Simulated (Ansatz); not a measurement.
MgZn2 (P6₃/mmc, No. 194) was calculated with r²SCAN+rVV10 in Ansatz (plane waves, PAW).

Numerical settings: plane-wave cutoff 560 eV, 12×12×8 k mesh (along the axes of the cell as run), Fermi–Dirac smearing 0.05 eV, scalar-relativistic PAW data made under PBE.

Cell (relaxed at this level):

MgZn2 has the hexagonal space group P6₃/mmc (No. 194), Pearson symbol hP12. Lattice parameters: a = b = 5.1157 Å, c = 8.3791 Å, α = β = 90.00°, γ = 120.00°. Mg on 4f is coordinated by 12 Zn at 2.995–3.002 Å and 4 Mg at 3.134–3.141 Å. Zn1 on 2a has 6 Zn at 2.577 Å and 6 Mg at 3.000 Å. Zn2 on 6h sees 6 Zn at 2.517–2.599 Å and 6 Mg at 2.995–3.002 Å. (Neighbours: up to the widest gap in distance over summed covalent radii, below 1.35, at either atom.)

Problem. Estimate the bulk modulus B0 and pressure derivative B′ of the bulk modulus that the calculation returns.

Solution. 
- bulk modulus B0: 77.6 GPa
- pressure derivative B′ of the bulk modulus: 4.6

The run finds no gap.

Note: the volume lies 6 % below that of the published cell; the bulk modulus comes from volumes at which shape and atoms were relaxed.

Ansatz is a program for electronic structure.
